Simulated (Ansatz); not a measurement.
## ZrSe2: thickness series

Base system: ZrSe$_{2}$ in the CdI2 type structure (space group P-3m1, No. 164; a = 3.735 Å, c = 6.032 Å; layered, stacked along the Cartesian z axis).

Free-standing slabs (3 atom(s) a layer) normal to the stacking axis with 15 Å of vacuum; in-plane cell relaxed.

Computed with plane-wave PAW DFT at the PBE-D3(BJ) level (Ansatz, an electronic-structure program, 420 eV), scalar-relativistic without spin-orbit coupling.

Notes on the quantities. excess energy per area of both faces: slab less bulk energy over the cell's area: twice a surface energy; uncertain by up to 0.1 J/m².

| case | excess energy per area of both faces | smallest direct gap | band gap | in-plane lattice parameter a |
|---|---|---|---|---|
| base | – | 0.95 eV | zero | 3.735 Å |
| 1 layer | 0.45 J/m² | 1.10 eV | 0.38 eV | 3.753 Å |
| 2 layers | 0.5 J/m² | 1.06 eV | 0.27 eV | 3.745 Å |
| 3 layers | 0.5 J/m² | 1.04 eV | 0.22 eV | 3.742 Å |

Slab and bulk use different k-meshes, which limits the precision of the excess energy. Stability against distortions was not tested. All final runs are without spin polarisation. Gaps under 0.05 eV, about the width of the smearing, are given as zero. The zero or small gap of ZrSe2 can change with the level of theory.
